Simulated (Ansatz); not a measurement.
The starting structures come from a database of crystals and need not be the phases stable at ambient conditions.

The decay constant κ of evanescent states in the gap governs leakage through a thin film.

Input:

```xyz
16
Lattice="3.9032 0.0000 0.0000 0.0000 15.8384 0.0000 0.0000 0.0000 3.9032" Properties=species:S:1:pos:R:3 pbc="T T T"
Sr     0.0000     2.9024     1.9516
Sr     1.9516    12.9360     0.0000
Sr     1.9516     9.2942     0.0000
Sr     0.0000     6.5443     1.9516
Ga     1.9516     4.9297     0.0000
Ga     0.0000    10.9087     1.9516
Cu     1.9516     0.0000     1.9516
Cu     0.0000     0.0000     0.0000
S      1.9516     1.4202     0.0000
S      0.0000    14.4182     1.9516
O      1.9516     6.8283     0.0000
O      0.0000     9.0102     1.9516
O      1.9516     4.5496     1.9516
O      0.0000     4.5496     0.0000
O      0.0000    11.2888     0.0000
O      1.9516    11.2888     1.9516
```

Space group of this cell: P4/nmm. The cell is taken as given; by r2SCAN its mean pressure is -3.4 GPa.

Transport runs along the normal of the first two printed cell vectors, the (100) plane of the conventional cell.

The gap is the functional's own. No spin-orbit coupling. Mid-gap values are interpolated on the energy grid.

Task: Compute, with r2SCAN run with Ansatz (an electronic-structure program), the band gap and the smallest decay constant κ at mid-gap.

Result: Gap 0.98 eV on a 8×2×8 mesh; κ = 0.144 1/Å, at the zone centre.
